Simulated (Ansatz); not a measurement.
Base system: BP in the zinc blende structure (space group F-43m, No. 216; a = 4.536 Å). Axes: x, y, z lie along the cube axes.

Structures relaxed with r2SCAN (Ansatz, an electronic-structure program, PAW, no spin-orbit coupling), earlier PAW set.

Base:

Simulated powder pattern, Cu Kα1, λ = 1.54056 Å (kinematic, ideal powder, no thermal factors, no anomalous dispersion; the 8 strongest lines at most, above 2 %, up to 2θ = 90°):

```tsv
2θ (°)	I/Imax (%)	hkl
34.21	100	(111)
39.70	25	(200)
57.41	43	(220)
68.55	35	(311)
72.06	5.8	(222)
85.56	7.1	(400)
```

After one change:

Simulated powder pattern, Cu Kα1, λ = 1.54056 Å (kinematic, ideal powder, no thermal factors, no anomalous dispersion; the 8 strongest lines at most, above 2 %, up to 2θ = 90°):

```csv
2θ (°),I/Imax (%)
34.29,100
39.63,8.4
39.88,16
57.49,28
57.68,14
68.50,12
68.84,23
72.25,5.8
```

Question: Name the change that was made.
A. biaxial strain +1.02 %, plane normal [111], relaxed out of plane
B. biaxial strain +2.18 %, plane normal [110], relaxed out of plane
C. isotropic strain +3.28 %
D. biaxial strain −0.43 %, plane normal [001], relaxed out of plane

Answer: D, biaxial strain −0.43 %, plane normal [001], relaxed out of plane. Its volume per atom is 11.59 Å³ against 11.67 Å³, and its space group is I-4m2 (No. 119).

A biaxial case was relaxed in a doubled cell and then solved in the primitive one. Whether these cells are dynamically stable was not tested.
